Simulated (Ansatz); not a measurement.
Take Re in the hcp (Mg type) structure (space group P6_3/mmc, No. 194) as the base.

```
Re
1.0
    2.75083     0.00000     0.00000
   -1.37541     2.38229     0.00000
    0.00000     0.00000     4.44144
Re
2
Direct
  0.33333   0.66667   0.75000
  0.66667   0.33333   0.25000
```

The other end (x = 1) is Ti in the hcp (Mg type) structure (space group P6_3/mmc, No. 194): 16.73 Å³/atom, gap zero.

All numbers come from DFT with PBEsol, PAW potentials and a 420 eV plane-wave cutoff in Ansatz (a first-principles code), no spin-orbit coupling.

Ti replaces a fraction x of Re; each row is one arrangement (x, atoms in the cell, starting space group or random), fully relaxed.

One change was made to it. Results:

```tsv
quantity	base	after
mixing energy (to 0.01 eV only: unlike meshes or grids)	–	-0.30 eV/atom
shortest interatomic distance	2.730 Å	2.653 Å
```

Question: Name the change that was made.
A) x(Ti) = 0.375, 8 atoms, Pmm2
B) x(Ti) = 0.75, 4 atoms, Imm2
C) x(Ti) = 0.625, 8 atoms, Pmm2
D) x(Ti) = 0.75, 8 atoms, C2

Answer: A, x(Ti) = 0.375, 8 atoms, Pmm2. For comparison, the shortest interatomic distance in the other runs: x(Ti) = 0.75, 8 atoms, C2 gives 2.581 Å; x(Ti) = 0.75, 4 atoms, Imm2 gives 2.574 Å; x(Ti) = 0.625, 8 atoms, Pmm2 gives 2.563 Å.

Each cell is one ordered arrangement of few atoms, which overstates ordering effects compared with a random alloy. With Re present, leaving out spin-orbit coupling can change the band edges. No phonon test of stability was made. All final runs are without spin polarisation. An odd electron count without spin: Ti3Re5, Ti3Re and Ti5Re3. Under x(Ti) = 0.375, 8 atoms, Pmm2, x(Ti) = 0.75, 4 atoms, Imm2 and x(Ti) = 0.625, 8 atoms, Pmm2 the cell changed shape so far that it is another structure.
